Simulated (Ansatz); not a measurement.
# Response to strain in MgO

Consider MgO in the rock salt structure (space group Fm-3m, No. 225).

```xyz
2
Lattice="0.0000 2.1071 2.1071 2.1071 0.0000 2.1071 2.1071 2.1071 0.0000" Properties=species:S:1:pos:R:3 pbc="T T T"
O      0.0000     0.0000     0.0000
Mg     2.1071     2.1071     2.1071
```

Cartesian axes are those of the cell as printed.

Strains are applied to the cell and any free atomic positions relax; under biaxial strain the out-of-plane vector relaxes too.

All numbers come from PBEsol/PAW in Ansatz (a first-principles code), no spin-orbit coupling.

Notes on the quantities. pressure: mean of the normal stresses, compression positive; energy relative to the base: free energy F.

```csv
case,space group,pressure,volume per atom,energy relative to the base
base,Fm-3m (No. 225),0.00 GPa,9.36 Å³,0 meV/atom
"biaxial strain +0.71 %, plane normal [001], relaxed out of plane",I4/mmm (No. 139),-1.49 GPa,9.45 Å³,+1.0 meV/atom
"biaxial strain −1.63 %, plane normal [110], relaxed out of plane",Immm (No. 71),4.33 GPa,___,+6.1 meV/atom
isotropic strain −1.36 %,Fm-3m (No. 225),7.03 GPa,8.98 Å³,+8.0 meV/atom
uniaxial strain ε_xx = −2.66 %,I4/mmm (No. 139),4.74 GPa,9.11 Å³,+6.8 meV/atom
uniaxial strain ε_xx = −0.69 %,I4/mmm (No. 139),1.12 GPa,9.29 Å³,+0.4 meV/atom
uniaxial strain ε_xx = +5.95 %,I4/mmm (No. 139),___,9.91 Å³,+24 meV/atom
tensor shear ε_xy = +1.00 %,Immm (No. 71),0.02 GPa,9.35 Å³,+1.7 meV/atom
tensor shear ε_xy = +3.74 %,Immm (No. 71),___,9.34 Å³,+24 meV/atom
tensor shear ε_yz = −0.26 %,Immm (No. 71),0.00 GPa,9.35 Å³,+0.1 meV/atom
```

Task: Complete the table.

Result: 
- biaxial strain −1.63 %, plane normal [110], relaxed out of plane, volume per atom: 9.12 Å³
- uniaxial strain ε_xx = +5.95 %, pressure: -7.19 GPa
- tensor shear ε_xy = +3.74 %, pressure: 0.27 GPa

Stability against distortions was not tested.
